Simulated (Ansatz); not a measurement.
Levels about the gap of amorphous Si30N41Sc (72 atoms in a cell of 816 Å³, 2.97 g/cm³; zone centre alone, so wide bands show as single levels with stretches between that a denser mesh fills), at the geometry that PBE relaxed, where it gives 0.0 GPa on a denser mesh. The participation number counts the atoms over which a state spreads; weights are charges in smoothed Voronoi cells. The levels come from a single point, so bond lengths are those of that geometry. Method of the levels: r2SCAN, scalar-relativistic without spin-orbit coupling (Ansatz, a quantum-chemistry and plane-wave program). Sampling: the zone centre alone; Fermi-Dirac width 0.01 eV; collinear spin, started from moments on atoms (the moments died out). At PBE the levels at both edges of the gap are localised (band-tail or defect states), and the nearest spread-out levels lie 3.2 eV apart at the zone centre.

Preparation: random packing, a CHGNet melt and quench, and a DFT relaxation. N atoms were pushed apart under 1.9 Å during the dynamics, to hinder bonds among them. The hot cell started wider than the set density and was brought back towards it in steps. It is the lowest in DFT energy of 2 quenches. It is a model cell: composition and starting density were chosen by hand, and all elements were melted together. No dispersion term was used. Its density started from a set value of 2.98 and ended at 2.97 g/cm³. Cooling (nominally 380 K/ps over its main leg) ran many orders faster than in experiment, which tends to leave more defects and strain. One small periodic cell is one sample of the glass; other quenches scatter about these values. Volume and shape were free in the relaxation. On a 2×2×2 Γ-centred mesh force components of up to 0.14 eV/Å stay, since the relaxation ran on the zone centre alone.

```tsv
E - E(highest filled), eV	filling	spin	participation number	largest on	weight N	weight Sc	weight Si
-1.02	filled	up	22.1	N, 3 neighbours	0.90	0.01	0.09
-0.91	filled	dn	6.8	N, 2 neighbours	0.88	0.00	0.12
-0.91	filled	up	6.8	N, 2 neighbours	0.88	0.00	0.12
-0.61	filled	dn	3.1	N, 2 neighbours	0.89	0.00	0.11
-0.61	filled	up	3.1	N, 2 neighbours	0.89	0.00	0.11
0.00	filled	dn	3.3	N, 2 neighbours	0.87	0.00	0.13
0.00	filled	up	3.3	N, 2 neighbours	0.87	0.00	0.13
1.08	empty	dn	3.9	Si, 3 neighbours	0.40	0.00	0.59
1.08	empty	up	3.9	Si, 3 neighbours	0.40	0.00	0.59
2.14	empty	up	2.1	Sc, 4 neighbours	0.21	0.68	0.11
2.14	empty	dn	2.1	Sc, 4 neighbours	0.21	0.68	0.11
2.29	empty	up	1.7	Sc, 4 neighbours	0.16	0.77	0.07
2.29	empty	dn	1.7	Sc, 4 neighbours	0.16	0.77	0.07
2.59	empty	up	2.6	Sc, 4 neighbours	0.25	0.62	0.14
```

Most localised among these is the empty level at +2.29 eV, on a Sc atom, which has 4 neighbours (N 1.98 Å, N 2.10 Å, N 2.50 Å, N 2.61 Å).
